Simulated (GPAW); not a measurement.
Input and output of a self-consistent single point for NiO (P1, 4 atoms in the cell) (GPAW).

Computed with LDA (Perdew-Wang 92), GPAW PAW datasets LDA (gpaw-data 1.0.1) (plane waves; GPAW).

```
NiO
1.0
    4.18000     2.09000     2.09000
    2.09000     4.18000     2.09000
    2.09000     2.09000     4.18000
Ni O
2 2
Direct
  0.00175   0.98130   0.00996
  0.51217   0.50924   0.47673
  0.23275   0.25026   0.26803
  0.75333   0.75919   0.74528
```
Moments meant for the start (each program seeds them in its own way; μB, in the order of the atoms Ni Ni O O): 2.0 -2.0 0.0 0.0.

Reference input (self-consistent single point, DFT PBE, plane waves, GPAW PAW datasets PBE (gpaw-data 1.0.1)): spinpol = true; mode = pw; ecut = 950 eV; xc = PBE; kpts = 5 5 5; mesh shift (steps) = 0 0 0; occupations.name = fermi-dirac; occupations.width = 0.05 eV; nbands = -6; convergence.forces = 0.001 eV/Å; convergence.bands = -4; symmetry.symmorphic = false. This run's input differs from it in these lines:

```diff
@@ -18,3 +18,3 @@
             mode={'name': 'pw', 'ecut': 950},
-            xc='PBE',
+            xc='LDA',
             kpts=(5, 5, 5),
```

Its files differ too (potentials: GPAW PAW datasets LDA (gpaw-data 1.0.1)).

The program printed (abridged):

```
     iter     time        total  log10-change:         magmom
                         energy   eigst   dens  force
iter:   1 --:--:--   -31.070577   +0.61                  +0.0000
iter:   2 --:--:--   -31.410828   -0.23  -1.27           -0.0019
iter:   3 --:--:--   -30.842823   -0.83  -1.33           +0.0000
iter:   4 --:--:--   -30.754559   -1.33  -1.59           +0.0000
iter:   5 --:--:--   -30.784201   -1.82  -1.86           +0.0004
iter:   6 --:--:--   -30.781280   -2.32  -2.15           +0.0007
iter:   7 --:--:--   -30.707485   -2.30  -2.05           -0.0005
iter:   8 --:--:--   -30.707717   -2.99  -2.92           -0.0007
   [... lines left out ...]
iter:  13 --:--:--   -30.706626c  -5.99  -3.70           +0.0003
iter:  14 --:--:--   -30.706606c  -5.62  -3.74           +0.0004
iter:  15 --:--:--   -30.706594c  -6.15  -4.14c          +0.0003
iter:  16 --:--:--   -30.706593c  -6.90  -4.54c          +0.0002
iter:  17 --:--:--   -30.706591c  -7.12  -4.65c          +0.0000
iter:  18 --:--:--   -30.706592c  -7.08  -4.73c          +0.0001
iter:  19 --:--:--   -30.706592c  -7.67c -4.69c          +0.0002
iter:  20 --:--:--   -30.706592c  -8.18c -4.89c -2.98    +0.0002
iter:  21 --:--:--   -30.706591c  -8.47c -4.97c -3.31c   +0.0001
Converged after 21 iterations.

Dipole moment: (0.097174, 0.723963, -0.013317) |e|*Ang

Total magnetic moment: (0.000000, 0.000000, 0.000113)
Local magnetic moments:
   0 Ni ( 0.000000,  0.000000,  1.206142)
   1 Ni ( 0.000000,  0.000000, -1.199292)
   2 O  ( 0.000000,  0.000000,  0.018865)
   3 O  ( 0.000000,  0.000000, -0.021289)

Energy contributions relative to reference atoms: (reference = -86657.007876)

Kinetic:        +37.972541
Potential:      -32.495250
External:        +0.000000
XC:             -36.604202
Entropy (-ST):   -0.001384
Local:           +0.421012
SIC:             +0.000000
--------------------------
Free energy:    -30.707283
Extrapolated:   -30.706591

Spin contamination: 1.321899 electrons
Showing only first 2 kpts
                      Up                     Down
   [... lines left out ...]
Fermi level: 7.51670
Gap: 0.386 eV
Direct gap: 0.632 eV
   [... lines left out ...]
Energy (eV): -30.706591

Forces in eV/Ang:
  0 Ni    0.04413    0.34944    0.06223
  1 Ni   -0.27757   -0.11890    0.25775
  2 O     0.23123   -0.07978   -0.07900
  3 O     0.00233   -0.15025   -0.24044

Stress tensor:
     0.088119     0.002504     0.002737
     0.002504     0.085310     0.002494
     0.002737     0.002494     0.084565
Stress (GPa, Voigt): [14.1182 13.6682 13.5488  0.3996  0.4385  0.4013]
```

The run converged in 21 iterations. GPAW prints stress with tension positive. Against the reference run the largest force goes from 0.543 to 0.397 eV/Å and the gap on the mesh goes from 0.867 to 0.386 eV.

At such cutoffs GPAW's stress carries a finite-basis (Pulay) error, which enters relaxed cells too; its log prints stress with tension positive.

The starting cell has typed, rounded lattice constants, without a prior relaxation at this level. Its atoms were displaced at random from the sites of space group no. 225. The magnetic order is the one reached from the typed start; others were not searched systematically.

Cost on one core of a shared machine: roughly 6 min.
